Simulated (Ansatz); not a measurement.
A computed series for CdTe: pressure series

The parent structure is CdTe in the zinc blende structure (space group F-43m, No. 216; a = 6.6180 Å).

Cell and atoms are relaxed at each pressure.

Level of theory: Ansatz (a program for electronic structure) PBE, without spin-orbit coupling.

```tsv
P (GPa)	V (Å³/atom)
-2.00	38.747
-1.01	37.379
0.89	35.384
2.10	34.376
4.49	32.771
9.00	30.554
15.00	28.488
22.50	26.641
30.00	25.254
```

A third-order Birch–Murnaghan fit to these points gives V₀ = 36.24 Å³/atom, B₀ = 35 GPa and B₀′ = 4.7. At pressure 30 GPa the volume is 69.7 % of V₀.

Measured bulk modulus of CdTe: 43.7 GPa (room temperature; as listed in Elmahjoubi et al., arXiv (2023)); the computed value is for a static lattice, so the two differ by thermal effects too.

Between the base and pressure 2.1 GPa the gap moves from 0.59 eV to 0.74 eV, a mean slope of 74 meV/GPa.

Spin-orbit coupling, missing from the scalar runs, can matter with Te. Load acts through the strain it causes; cell and atoms are relaxed under it. Stability against distortions was not tested. Measured, CdTe leaves this structure (for cinnabar) near 3.53 GPa (temperature not stated; as listed in Datta, Sujoy, Jana, Debnarayan, arXiv (2020)), on rising pressure, with hysteresis.
